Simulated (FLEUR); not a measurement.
A self-consistent single point of CoGa (P1, 2 atoms in the cell) with FLEUR.

Computed with PBE, all-electron FLAPW (FLEUR), scalar-relativistic valence run with FLEUR.

The change in words: lattice scaled by 0.98. Reference geometry:
```xyz
2
Lattice="2.8800 0.0000 0.0000 0.0000 2.8800 0.0000 0.0000 0.0000 2.8800" Properties=species:S:1:pos:R:3 pbc="T T T"
Ga     1.4308     1.5330     1.4064
Co     0.0092    -0.0930     0.0336
```

Reference input (self-consistent single point, DFT, PBE, all-electron FLAPW (FLEUR), scalar-relativistic valence): Kmax = 3.9 1/bohr; GmaxXC = 15.6 1/bohr; xcFunctional = pbe; jspins = 1; l_soc = F; mode = gauss; fermiSmearingEnergy = 0.00367493 Htr; mesh (inpgen div1-3) = 9 9 9; inpgen gamma flag = false; Gmax = 15.6 1/bohr; numbands = 0; maxIterBroyd = 40. This run's input differs from it in these lines:

```diff
@@ -3,5 +3,5 @@
 &input film=f /
-5.4424112389 0.0000000000 0.0000000000
-0.0000000000 5.4424112389 0.0000000000
-0.0000000000 0.0000000000 5.4424112389
+5.3335630141 0.0000000000 0.0000000000
+0.0000000000 5.3335630141 0.0000000000
+0.0000000000 0.0000000000 5.3335630141
 1.0
@@ -43,5 +43,5 @@
          <bravaisMatrix>
-            <row-1>    5.4424112389000001     0.0000000000000000     0.0000000000000000</row-1>
-            <row-2>    0.0000000000000000     5.4424112389000001     0.0000000000000000</row-2>
-            <row-3>    0.0000000000000000     0.0000000000000000     5.4424112389000001</row-3>
+            <row-1>    5.3335630141000001     0.0000000000000000     0.0000000000000000</row-1>
+            <row-2>    0.0000000000000000     5.3335630141000001     0.0000000000000000</row-2>
+            <row-3>    0.0000000000000000     0.0000000000000000     5.3335630141000001</row-3>
          </bravaisMatrix>
```

Log, with long lists cut:

```
 Iteration:     1   Distance:      22.53693400 me/bohr^3
 Iteration:     2   Distance:      15.58967784 me/bohr^3
 Iteration:     3   Distance:      11.17148870 me/bohr^3
 Iteration:     4   Distance:       5.47828706 me/bohr^3
 Iteration:     5   Distance:       4.48342465 me/bohr^3
   [... 8 lines left out ...]
 Iteration:    14   Distance:       0.00035780 me/bohr^3
 Iteration:    15   Distance:       0.00014931 me/bohr^3
 Iteration:    16   Distance:       0.00001263 me/bohr^3
 Iteration:    17   Distance:       0.00000726 me/bohr^3
 Reset of history
 Run finished successfully
 Stop message:
   Structural relaxation: new displacements generated

[file out, last iteration]
             iter=     18
[...]
          total density-effective poten   -5.3048459678E+03
          total charge density-energy d   -1.3554531077E+02
 Updated energy parameters for spin:           1
[...]
 fermi energy and band-weighting factors:

[...]
FERMIE:
          first approx. to ef    (T=0)  :   0.454869 htr   (energy of the highest occ. eigenvalue)
          number of occ. states  (T=0)  :       5110
          first approx. to seigv (T=0)  :  -7.016707 htr
          sum of weights of occ. states :  14.000000
          sum of semicore charge        :   0.000000 e
          fermi energy=   0.45480 har   work function= -12.37560 ev
          number of valence electrons=  28.00000
   [... lines left out ...]
     k-point=  147
     k-point=  148
     k-point=  149
     k-point=  150
     k-point=  151
     k-point=  152
     k-point=  153
     k-point=  154
     k-point=  155
     k-point=  156
     k-point=  157
     k-point=  158
     k-point=  159
     k-point=  160
     k-point=  161
     k-point=  162
     k-point=  163
     k-point=  164
     k-point=  165
      0.003 0.003 0.003 0.003 0.003 0.003 0.003 0.003 0.003 0.003 0.003 0.003 0.003 0
```

The run converged in 17 iterations. FLEUR gives forces in its relaxation mode, with a further iteration, so its stop message speaks of a relaxation. Against the reference run the total energy goes up by 38.9 meV/atom and the largest force goes from 1.252 to 1.596 eV/Å.

The starting cell has typed, rounded lattice constants, without a prior relaxation at this level. Its atoms were displaced at random from the sites of space group no. 221. For this run, on top of that: lattice scaled by 0.98. Spin polarisation is off. Values depend on the basis (sphere radii, cutoffs, local orbitals), which need not be converged. Forces in this geometry exceed 1 eV/Å.

Cost on one core of a shared machine: roughly 4 min.
